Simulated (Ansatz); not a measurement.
Structures of equal composition on the (0001) surface of hcp Co, ferromagnetic: a layer of Cr in place of the second plane; a layer of Cr in place of the third plane. The slabs share one bottom face, and each structure is named by its start. These are constructed structures in small cells; real faces may alloy, dewet or reconstruct in larger ones, and not all known structures of the face are among them. Slabs of about 10 Å, Fermi-Dirac smearing of 0.1 eV. Bottom of the slabs: a bare face, its two planes held. Relaxed from the named starts with such symmetry as they have, on meshes of like density; energies extrapolated to zero smearing; spin only where a row says so; no spin-orbit coupling, no U. Brackets mark spin-polarised runs, whose order is one that fits the cell. Where a second, spin-polarised start was run, the lower counts.

Level of theory: PBE (plane waves to 420 eV, PAW; Ansatz, a program for electronic structure).

Problem. Put the candidates in order of energy per 1x1 cell, lowest first, for PBE.

Solution. a layer of Cr in place of the second plane (0.000 eV [spin, 5.5 μB a cell]), a layer of Cr in place of the third plane (0.080 eV [spin, 6.5 μB a cell])
